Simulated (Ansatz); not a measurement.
Worked example: self-consistent single point of Si (Fd-3m, 2 atoms in the cell) in Ansatz (an electronic-structure program).

Method: PBE (plane waves, PAW; Ansatz).

```
Si
1.0
    0.00000     2.72566     2.72566
    2.72566     0.00000     2.72566
    2.72566     2.72566     0.00000
Si
2
Cartesian
  1.36283   1.36283   1.36283
  0.00000   0.00000   0.00000
```

Reference input (self-consistent single point, DFT, PBE, plane waves, default PAW files): kpoints.mp_grid.grid = 8 8 8; hamiltonian.xc = pbe; hamiltonian.pseudopotentials = {kind: paw} (the program's default PAW files); scf.occupations.method = fermi_dirac; scf.occupations.width = 0.02 eV. This run's input differs from it in these lines:

Ansatz 0.2 input:
```diff
@@ -9,3 +9,3 @@
 kpoints:
-  mp_grid: { grid: [8, 8, 8] }
+  mp_grid: { grid: [6, 6, 6] }
 hamiltonian:
```

Log, with long lists cut:

```
SCF iter   1: F=—  HF=-1271.594969 eV  |F-HF|=—  |Δ(HF+E_count)|=         —  Δρ=9.16e-4  dr2=1.68e-4  ethr=1.77e-3  ⟨swp⟩=6.2  Hψ=1152  notcnv=0
all-band conjugate gradients solve this SCF's bands
preconditioner: auto → none
SCF iter   2: F=—  HF=-1271.595303 eV  |F-HF|=—  |Δ(HF+E_count)|=   3.33e-4  Δρ=4.03e-4  dr2=3.19e-5  ethr=2.10e-6  ⟨swp⟩=2.2  Hψ=343  notcnv=0
SCF iter   3: F=—  HF=-1271.595348 eV  |F-HF|=—  |Δ(HF+E_count)|=   4.54e-5  Δρ=7.61e-5  dr2=1.64e-6  ethr=3.98e-7  ⟨swp⟩=2.2  Hψ=189  notcnv=0
SCF iter   4: F=—  HF=-1271.595349 eV  |F-HF|=—  |Δ(HF+E_count)|=   5.51e-7  Δρ=2.95e-5  dr2=2.62e-7  ethr=2.06e-8  ⟨swp⟩=1.1  Hψ=133  notcnv=0
iter 5 did not close the SCF: its close was put off for the readings that it lacked (scf_convergence_deferred on its scf_iter line)
SCF iter   5: F=-1271.595349 eV  HF=-1271.595349 eV  |F-HF|=8.30e-10  |Δ(HF+E_count)|=   7.27e-8  Δρ=1.46e-6  dr2=3.62e-10  ethr=3.27e-9  ⟨swp⟩=2.4  Hψ=196  notcnv=0
SCF iter   6: F=-1271.595349 eV  HF=-1271.595349 eV  |F-HF|=4.55e-13  |Δ(HF+E_count)|=  8.23e-10  Δρ=2.07e-7  dr2=1.06e-11  ethr=4.53e-12  ⟨swp⟩=1.0  Hψ=384  notcnv=0
SCF 1 converged in 6 iterations: F = -1271.595349 eV  dr2 = 1.06e-11
Free energy (F): -1271.595349 eV
Internal energy: -1271.595349 eV  (E = F + TS)
E sigma→0 (E₀):  -1271.595349 eV
Fermi energy:    6.471121 eV
--- Forces (eV/Å), atoms counted from 1 ---
  atom   1  Si    -0.00000000     0.00000000    -0.00000000
  atom   2  Si    -0.00000000     0.00000000     0.00000000
--- Stress (GPa, compression-positive) ---
        1.010375       0.000000      -0.000000
        0.000000       1.010375       0.000000
        0.000000       0.000000       1.010375
  P = ⅓ Tr σ = 1.0104 GPa (10.104 kbar)
  The stress holds the Pulay correction. Without it, at fixed plane waves, as pw.x and ABINIT print it: P = 0.9883 GPa
```

The run converged in 6 iterations. Against the reference run the free energy rises by 9.9 meV/atom, the pressure hardly changes (0.95 to 1.01 GPa) and the gap on the mesh goes from 0.632 to 0.728 eV.

The starting cell comes from a database of computed structures (which also holds hypothetical and non-ambient phases and stackings), without a prior relaxation at this level. Its lattice was rescaled by a random factor within 2.5 % of one. Ansatz's pressure includes its estimate of the finite-basis (Pulay) stress. Another mesh or the band path of this cell gives a smaller gap, so this value is not converged in the mesh.
